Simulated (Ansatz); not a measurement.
**AlRu, response to strain**

Take AlRu in the CsCl type structure (space group Pm-3m, No. 221; a = 2.9545 Å; relaxed with 0.1 eV smearing) as the base.

Strains are applied to the cell and any free atomic positions relax.

The values are results of Ansatz (a first-principles code), LDA, PAW, cutoff 420 eV, spin-orbit coupling left out, not measurements.

Notes on the quantities. energy relative to the base: free energy F.

```csv
variant,volume per atom,energy relative to the base
base,12.90 Å³,0 meV/atom
isotropic strain −1.50 %,12.32 Å³,+20 meV/atom
isotropic strain −1.00 %,12.51 Å³,+8.7 meV/atom
isotropic strain −0.50 %,12.70 Å³,+2.1 meV/atom
isotropic strain +0.50 %,13.09 Å³,+2.1 meV/atom
isotropic strain +1.00 %,13.29 Å³,+8.1 meV/atom
isotropic strain +1.50 %,13.48 Å³,+18 meV/atom
isotropic strain +2.00 %,13.68 Å³,+31 meV/atom
isotropic strain +2.50 %,13.89 Å³,+48 meV/atom
isotropic strain +3.00 %,14.09 Å³,+68 meV/atom
```

Stability against distortions was not tested. The final runs are not spin-polarised.
